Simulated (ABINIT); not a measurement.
ABINIT 10.0.3, DFT, PBE, plane waves, JTH v2.0 PBE PAW: N2 (from the phase in space group 205, mp-25) (N8), 8 atoms. Basis and mesh were picked for this test and aren't claimed converged.

```
Item                                                               Result
----------------------------------------  -------------------------------
cell                                      5.56, 5.56, 5.56 Å; 90, 90, 90°
task                                                                  scf
ecut                                                                20 Ha
pawecutdg                                                           40 Ha
nband                                                                  24
k mesh (ngkpt)                                                      4×4×4
shiftk                                                              0×0×0
nstep                                                                 100
tolvrs                                                              1e-09
occopt                                                                  7
tsmear                                                           0.002 Ha
prtwf                                                                   0
prtden                                                                  0
paral_kgb                                                               1
ranks over k-points and spins (np_spkpt)                                2
ranks over bands (npband)                                               1
ranks over FFT planes (npfft)                                           1
bands a rank in one block (bandpp)                                     24
wfoptalg                                                              114
nline                                                         4 (default)
kptopt                                                        1 (default)
k-points after symmetry                                                11
bands                                                                  24
symmetry operations                                                    24
```

Settings of this run: diemac = 12, iprcel = 0, npulayit = 7, iscf = 17, dielng = 1.07748, diemix = 0.2; 2 ranks.

```tsv
iteration	deltaE (Ha)	residm	nres2
1	-8.034E+01	1.411E-03	4.406E+01
2	5.009E-02	4.217E-04	2.631E+01
3	6.942E-02	2.602E-04	9.078E-01
4	9.786E-04	8.993E-05	4.242E-02
5	2.643E-05	5.805E-05	5.727E-03
6	-1.481E-05	1.554E-04	2.996E-04
7	-4.015E-06	1.460E-05	3.387E-04
8	1.193E-06	4.566E-05	1.648E-05
9	-4.116E-07	4.223E-06	7.612E-06
10	-1.342E-07	2.472E-05	4.181E-06
11	-1.005E-07	4.220E-06	2.619E-06
12	-5.633E-08	6.018E-05	1.676E-06
13	-3.821E-08	4.963E-06	1.071E-06
14	-2.386E-08	4.181E-05	6.856E-07
15	-1.499E-08	3.436E-06	4.395E-07
16	-1.002E-08	1.448E-05	2.812E-07
17	-6.335E-09	2.196E-06	1.801E-07
18	-4.031E-09	9.130E-06	1.156E-07
19	-2.617E-09	1.500E-06	7.414E-08
20	-1.666E-09	5.628E-06	4.775E-08
21	-1.077E-09	1.219E-06	3.089E-08
22	-6.959E-10	3.611E-06	2.012E-08
23	-4.530E-10	8.855E-07	1.315E-08
24	-2.854E-10	2.542E-06	8.777E-09
25	-2.008E-10	5.266E-07	5.884E-09
26	-1.286E-10	1.556E-06	4.043E-09
27	-1.868E-10	4.943E-07	2.079E-09
28	-5.414E-11	7.617E-07	1.342E-09
29	-3.743E-11	2.117E-07	8.492E-10
```

It converged after 29 SCF iterations.

**Question.** Which change of one setting makes this cycle converge in far fewer steps?

**Answer.** One answer among several that fit: diemix = 0.7 (default) (9 SCF iterations), all else kept. The change moves the result by: energy under 0.001 meV/atom, forces (largest component) 0.0012 meV/Å, pressure under 0.001 GPa. Counts are of single runs.
